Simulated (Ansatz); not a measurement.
Abridged Ansatz (a quantum-chemistry and plane-wave program) output:

```
Pseudopotential: Si, paw, valence charge 4
Pseudopotential: Ca, paw, valence charge 10
Crystal: 6 atoms, lattice volume = 120.131 Å³
Basis set: ecut = 420 eV, 2345 PW (Γ), exchange–correlation on 90×80×72 points (8 copies of the dense FFT grid, shifted against one another)
Bands: 24, of which v1, the nominal top of the filled ones, is band 18 counted from 1 (17 counted from 0)
Symmetry: 8 space group operations
k-points: 216 of 1331
Functional: x = pbesol(κ = 0.804, μ = 0.12345679012345678), c = pbesol(β = 0.046)
SCF iter   1: F=—  HF=-6073.963264 eV  |F-HF|=—  |Δ(HF+E_count)|=         —  Δρ=3.28e-3  dr2=1.68e-2  ethr=1.77e-3  ⟨swp⟩=8.5  Hψ=30255  notcnv=0  defer=3
SCF iter   2: F=—  HF=-6073.960709 eV  |F-HF|=—  |Δ(HF+E_count)|=   2.55e-3  Δρ=1.86e-3  dr2=5.97e-3  ethr=4.68e-5  ⟨swp⟩=2.4  Hψ=9243  notcnv=0  defer=5
SCF 1 converged in 7 iterations: F = -6073.959183 eV  dr2 = 1.65e-10
SCF converged after 7 iterations
Free energy (F): -6073.959183 eV
Internal energy: -6073.938015 eV  (E = F + TS)
E sigma→0 (E₀):  -6073.948599 eV
Entropy (-TS):   -0.021168 eV (-3.528 meV/atom)
Fermi energy:    8.176748 eV
--- Forces (eV/Å), atoms counted from 1 ---
  atom   1  Si     0.00000000     0.00007271    -0.00000000
  atom   2  Si     0.00000000    -0.00007271     0.00000000
  atom   3  Si     0.00000000    -0.00007271     0.00000000
  atom   4  Si    -0.00000000     0.00007271    -0.00000000
  atom   5  Ca    -0.00000000    -0.00000000     0.00000000
  atom   6  Ca     0.00000000     0.00000000    -0.00000000
--- Stress (GPa, compression-positive) ---
       -0.001999       0.000000       0.000000
        0.000000      -0.002725       0.000000
        0.000000       0.000000       0.003605
  P = ⅓ Tr σ = -0.0004 GPa (-0.004 kbar)
```

What was computed, and what are the main results?

CaSi2, 6 atoms in the cell, with PBEsol, PAW, 420 eV (Ansatz; scalar-relativistic without spin-orbit coupling). The last SCF converged to F = -6073.959183 eV, or -1012.3265 eV per atom, at a pressure of 0.00 GPa. The total energy compares only with runs of the same code, potentials and settings.

No phonon test of stability was made. All final runs are without spin polarisation. The cell was made from TiSi2 by this change: Ti → Ca; the result is a hypothetical phase, not in the database extracts checked.
